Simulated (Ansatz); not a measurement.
Worked example: relaxation of cell and atoms of Sr3Bi2 (Pm-3m, 5 atoms in the cell) in Ansatz (an electronic-structure program).

Method: LDA (PW92), default PAW files made with PBE (plane waves; Ansatz).

```yaml
crystal:
  lattice:
    - [6.10004, 0.00000, 0.00000]
    - [0.00000, 6.10004, 0.00000]
    - [0.00000, 0.00000, 6.10004]
  atoms:
    - { symbol: Sr, position: [0.00000, 0.50000, 0.50000] }
    - { symbol: Sr, position: [0.50000, 0.00000, 0.50000] }
    - { symbol: Sr, position: [0.50000, 0.50000, 0.00000] }
    - { symbol: Bi, position: [0.00000, 0.00000, 0.00000] }
    - { symbol: Bi, position: [0.50000, 0.50000, 0.50000] }
```

Reference input (self-consistent single point, DFT, LDA (PW92), plane waves, default PAW files made with PBE): basis.ecutwfc = 420 eV; kpoints.mp_grid.grid = 6 6 6; hamiltonian.xc = lda; hamiltonian.pseudopotentials = {kind: paw} (the program's default PAW files); scf.occupations.method = gaussian; scf.occupations.width = 0.05 eV. This run's input differs from it in these lines:

Ansatz 0.2 input:
```diff
@@ -12,3 +12,3 @@
 basis:
-  ecutwfc: 420.0 eV
+  ecutwfc: 590.0 eV
 kpoints:
@@ -20,2 +20,4 @@
   occupations: { method: gaussian, width: 0.05 eV }
+relax:
+  cell: {}
 output:
```

Output, abridged:

```
   [... SCF lines of the steps left out ...]
relax step   1: F+E_penalty+E_count = -34507.33012219 eV  Δ(F+E_penalty+E_count) = +0.000e0 eV  max|allowed force component| = 2.382e-28 eV/Å  Δτ_max = 0.0000 Å  P = -0.456 GPa  Ω = 226.985 Å³  (7 SCF iters, dr2 threshold 1.00e-7 eV, accepted)
relax step   2: F+E_penalty+E_count = -34507.33544066 eV  Δ(F+E_penalty+E_count) = -5.318e-3 eV  max|allowed force component| = 5.370e-28 eV/Å  Δτ_max = 0.0000 Å  P = -0.134 GPa  Ω = 224.126 Å³  energy of the carried Pulay correction = +1.921e-5 eV  [...]
relax step   3: F+E_penalty+E_count = -34507.33592838 eV  Δ(F+E_penalty+E_count) = -4.877e-4 eV  max|allowed force component| = 2.056e-29 eV/Å  Δτ_max = 0.0000 Å  P = +0.004 GPa  Ω = 222.953 Å³  energy of the carried Pulay correction = +2.722e-5 eV  [...]
relax step   4: F+E_penalty+E_count = -34507.33590018 eV  Δ(F+E_penalty+E_count) = +2.820e-5 eV  max|allowed force component| = 1.789e-29 eV/Å  Δτ_max = 0.0000 Å  P = +0.004 GPa  Ω = 222.953 Å³  stress off target by 3.93e-3 GPa  SCF on the basis [...]
basis re-selected at this cell: Δ(F+E_penalty+E_count) = +2.820e-5 eV, ΔP = +0.000 GPa vs the last step
the relaxation is at rest under the 48 symmetry operations that the run kept from its start: a minimum is not shown …
Stability not checked: this state was not tested for a lower state beside it, because too few of the mixer's solves of this state at the end of the SCF gave a …
Free energy (F): -34507.335900 eV
Internal energy: -34507.335543 eV  (E = F + TS)
   [... lines left out ...]
Fermi energy:    6.285133 eV
  cell:  # Å, volume = 222.9528 Å³
   [... lines left out ...]
    - [3.851859888774472e-34, 0.0, 6.063698763200035]
  atoms:
    - { symbol: Sr, position: [1.4141815612433657e-36, 0.5, 0.5] }
    - { symbol: Sr, position: [0.5, -1.3155177253746065e-37, 0.5] }
    - { symbol: Sr, position: [0.5, 0.5, -1.7266170099526113e-37] }
    - { symbol: Bi, position: [-6.478924786486511e-36, 3.2887942679711953e-38, 8.961964491606813e-37] }
    - { symbol: Bi, position: [0.5, 0.5, 0.5] }
```

The run converged. 

Summary of the result:
| Property | Value |
|---|---|
| Free energy E − TS (on the zero of these files) | -34507.3359 eV |
| Fermi level (on the code's own zero) | 6.29 eV |
| Pressure | 0.00 GPa |
| Final cell | a = b = c = 6.0637 Å, α = β = γ = 90.00° |
| Final volume per atom | 44.59 Å³ |
| Relaxation steps | 4 |

The starting cell comes from a database of computed structures (which also holds hypothetical and non-ambient phases and stackings), without a prior relaxation at this level. Its lattice was rescaled by a random factor within 2.5 % of one. The relaxation keeps the symmetry of its start, so its end need not be a minimum. Ansatz's pressure includes its estimate of the finite-basis (Pulay) stress.

Cost on one core of a shared machine: roughly 70 s.
